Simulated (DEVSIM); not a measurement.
Device: Schottky contact on p-type CdTe, at 300 K.

Layer 1 from the left is CdTe, thickness (μm) 0.340, Na (cm⁻³) 2.4e15, τn (s) 6.5e-8, τp (s) 6.5e-8.

Left contact: Schottky, work function 4.84 eV, emission velocity 2.5e6 cm/s. Right contact: ohmic. Voltage is applied to the left contact. Recombination: SRH at mid-gap, radiative, Auger. Mobility is constant in doping.

The device is made up for the run: typed textbook-type constants, with dimensions and the other settings drawn at random. Values at 300 K.

CdTe: gap (eV) 1.5, affinity (eV) 4.28, permittivity 10.2, Nc (cm⁻³) 8e17, Nv (cm⁻³) 1.8e19, μn (cm²/Vs) 1000, μp (cm²/Vs) 80, B (cm³/s) 1e-10, Cn (cm⁶/s) 1e-30, Cp (cm⁶/s) 1e-30.

DEVSIM, 1D drift-diffusion, Boltzmann statistics, complete ionisation; no tunnelling, impact ionisation, image-force lowering or self-heating. Metal contacts follow the ideal Schottky-Mott rule: no Fermi-level pinning, no interface dipoles.

Question: What does the simulation give for the dark forward voltage at 1 A/cm², the largest field in the device at zero bias?

Answer: dark forward voltage at 1 A/cm² 0.573 V; largest field in the device at zero bias 28000 V/cm.
